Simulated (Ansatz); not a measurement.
NiN2 (model structure, started from the MoN2 type, P4/mbm, No. 127, 6 atoms in the cell) was calculated with r²SCAN (Ansatz, a quantum-chemistry and plane-wave program, PAW).

Settings: plane-wave cutoff 560 eV, 14×14×22 k mesh (along the axes of the cell as run), Fermi–Dirac smearing 0.05 eV, spin-polarised with parallel moments, scalar-relativistic PAW data made under PBE.

Cell (relaxed at this level):

```xyz
6
Lattice="4.4698 0.0000 0.0000 0.0000 4.4698 0.0000 0.0000 0.0000 2.5696" Properties=species:S:1:pos:R:3 pbc="T T T"
Ni     2.2349     2.2349     0.0000
Ni     0.0000     0.0000     0.0000
N      4.0499     1.8150     1.2848
N      0.4199     2.6548     1.2848
N      2.6548     4.0499     1.2848
N      1.8150     0.4199     1.2848
```
Starting moments (μB, in the order of the record's atoms Ni Ni N N N N): 2.0 2.0 0.0 0.0 0.0 0.0.

Question: Estimate the bulk modulus B0 that the calculation returns.

Answer: 
bulk modulus B0: 134 GPa

The run finds no gap.

Note: the magnetic order was assumed, not searched for or taken from measurement; the bulk modulus is −V dP/dV from two relaxed cells at ±2 % in volume; the moments ended far under their starting size, a low-moment state that need not be the lowest; the relaxation could raise the start's symmetry but not lower it, so the cell can be a saddle point.

A model structure was made by putting elements into a prototype or built by hand; it is no filed structure, need not be a known phase, and can be a saddle point held by its symmetry.
